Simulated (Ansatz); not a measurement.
Given:

Host crystal: ceria, with a band gap (PBE, scalar-relativistic without spin-orbit coupling).

End structure of OH on the 1x1 (111) surface of ceria (cut with top plane O), one in a 2x2 cell, started at the site 'over O at depth 1.6 Å':

```
CELL_PARAMETERS angstrom
      7.72796     0.00000     0.00000
     -3.86398     6.69261     0.00000
      0.00000     0.00000    27.00000
ATOMIC_POSITIONS crystal
  O  0.00000 0.00000 0.35567
  O  0.00000 0.50000 0.35567
  O  0.50000 0.00000 0.35567
  O  0.50000 0.50000 0.35567
  Ce 0.16667 0.33333 0.38406
  Ce 0.16667 0.83333 0.38406
  Ce 0.66667 0.33333 0.38406
  Ce 0.66667 0.83333 0.38406
  O  0.33333 0.16667 0.41342
  O  0.33333 0.66667 0.41342
  O  0.83333 0.16667 0.41342
  O  0.83333 0.66667 0.41342
  O  0.16667 0.33333 0.47031
  O  0.16667 0.83333 0.47031
  O  0.66667 0.33333 0.47031
  O  0.66667 0.83333 0.47031
  Ce 0.33422 0.16647 0.50030
  Ce 0.33415 0.66782 0.49951
  Ce 0.83221 0.16640 0.50019
  Ce 0.83240 0.66565 0.49994
  O  0.00078 0.00063 0.53046
  O  0.00167 0.50027 0.52938
  O  0.49990 0.00007 0.52888
  O  0.49747 0.49885 0.52937
  O  0.33786 0.16839 0.58796
  O  0.33614 0.66852 0.58680
  O  0.83062 0.16705 0.58734
  O  0.82795 0.66212 0.58552
  Ce 0.99908 0.99805 0.61566
  Ce 0.00755 0.50395 0.61520
  Ce 0.49985 0.99805 0.61828
  Ce 0.49660 0.50246 0.61588
  O  0.16728 0.33654 0.64389
  O  0.15698 0.82516 0.64215
  O  0.68045 0.35437 0.64693
  O  0.66883 0.83131 0.64403
  O  0.51784 0.11339 0.70069
  H  0.64011 0.16905 0.72019
```

Model: 38-atom slab, 7.8 Å thick at the start under the adsorbate (thin: gaps and levels are the slab's own), 3x3x1 mesh, Fermi-Dirac 0.01 eV, dipole correction, single point; no symmetry held, on the structure that PBE left; spin-polarised, ending with about 1.0 μB a cell; orders that need a larger cell were not tried, no spin-orbit, no U, no dispersion correction. The program's check for a lower electronic state was not made. It is one chosen start, not shown to be the lowest state of the adsorbate.

A negative adsorption energy means that the adsorbate is more stable on the surface than in its reference.

Question: Estimate the highest filled level below the top vacuum level that Ansatz (a first-principles code) with r2SCAN, at the PBE geometry and the start's symmetry returns for this input.

Answer: 6.66 eV

Question: Predict the adsorption energy against H2O(g) − ½ H2(g) at the same level from r2SCAN, at the PBE geometry and the start's symmetry.

Answer: 1.99 eV

Question: Predict the change of the step from the bottom to the top vacuum level, against the clean slab from r2SCAN, at the PBE geometry and the start's symmetry.

Answer: 0.063 eV

Question: Predict the gap of the slab on its k-mesh from r2SCAN, at the PBE geometry and the start's symmetry.

Answer: 1.72 eV
